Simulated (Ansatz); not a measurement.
**A computed series for Zr: response to strain**

Start from Zr in the hcp (Mg type) structure (space group P6_3/mmc, No. 194; a = 3.2304 Å, c = 5.1788 Å; relaxed with 0.1 eV smearing). Axes: x lies along a and z along c of the hexagonal cell.

Strains are applied to the cell and any free atomic positions relax; under biaxial strain the out-of-plane vector relaxes too.

Computed with PBE (Ansatz, a program for electronic structure, PAW, spin-orbit coupling left out).

Notes on the quantities. in-plane stress: mean in-plane stress (compression positive).

```json
[
 {"variant": "base", "out-of-plane strain": "–", "in-plane stress": "–", "shortest interatomic distance": "6.030 bohr"},
 {"variant": "biaxial strain −3.00 %, plane normal [001], relaxed out of plane", "out-of-plane strain": "+2.79 %", "in-plane stress": "+4.4 GPa", "shortest interatomic distance": "5.921 bohr"},
 {"variant": "biaxial strain −2.00 %, plane normal [001], relaxed out of plane", "out-of-plane strain": "+1.76 %", "in-plane stress": "+3.0 GPa", "shortest interatomic distance": "5.982 bohr"},
 {"variant": "biaxial strain −1.00 %, plane normal [001], relaxed out of plane", "out-of-plane strain": "+0.84 %", "in-plane stress": "+1.5 GPa", "shortest interatomic distance": "6.043 bohr"},
 {"variant": "biaxial strain −0.50 %, plane normal [001], relaxed out of plane", "out-of-plane strain": "+0.41 %", "in-plane stress": "+0.8 GPa", "shortest interatomic distance": "6.037 bohr"},
 {"variant": "biaxial strain +0.50 %, plane normal [001], relaxed out of plane", "out-of-plane strain": "-0.40 %", "in-plane stress": "-0.8 GPa", "shortest interatomic distance": "6.025 bohr"},
 {"variant": "biaxial strain +1.00 %, plane normal [001], relaxed out of plane", "out-of-plane strain": "-0.79 %", "in-plane stress": "-1.5 GPa", "shortest interatomic distance": "6.020 bohr"},
 {"variant": "biaxial strain +1.50 %, plane normal [001], relaxed out of plane", "out-of-plane strain": "-1.17 %", "in-plane stress": "-2.3 GPa", "shortest interatomic distance": "6.015 bohr"},
 {"variant": "biaxial strain +2.00 %, plane normal [001], relaxed out of plane", "out-of-plane strain": "-1.54 %", "in-plane stress": "-3.0 GPa", "shortest interatomic distance": "6.011 bohr"},
 {"variant": "biaxial strain +2.50 %, plane normal [001], relaxed out of plane", "out-of-plane strain": "___", "in-plane stress": "___", "shortest interatomic distance": "___"}
]
```

Problem. Fill in the withheld entries from the trend.

Solution. 
- biaxial strain +2.50 %, plane normal [001], relaxed out of plane, out-of-plane strain: -1.91 %
- biaxial strain +2.50 %, plane normal [001], relaxed out of plane, in-plane stress: -3.7 GPa
- biaxial strain +2.50 %, plane normal [001], relaxed out of plane, shortest interatomic distance: 6.007 bohr

Whether these cells are dynamically stable was not tested. All final runs are without spin polarisation.
